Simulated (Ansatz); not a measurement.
Base system: Re in the hcp (Mg type) structure (space group P6_3/mmc, No. 194; a = 2.776 Å, c = 4.481 Å; relaxed with 0.1 eV smearing).

Level of theory: DFT with PBE, PAW potentials and a 420 eV plane-wave cutoff in Ansatz (an electronic-structure program), without spin-orbit coupling.

Base values:

* **Pressure**: 0.0 GPa
* **Band gap**: zero

Modification: an isotropic linear strain of −1.50 %, atoms relaxed at fixed cell.

Q: How does this affect the pressure?

A: The pressure (mean of the normal stresses, compression positive) goes from zero to 18.2 GPa.

Q: What does the calculation give for the energy relative to the base after the change?

A: The energy increases by 36 meV/atom.

Q: Predict the new band gap.

A: The band gap is still zero.

Stability against distortions was not tested. All final runs are without spin polarisation.
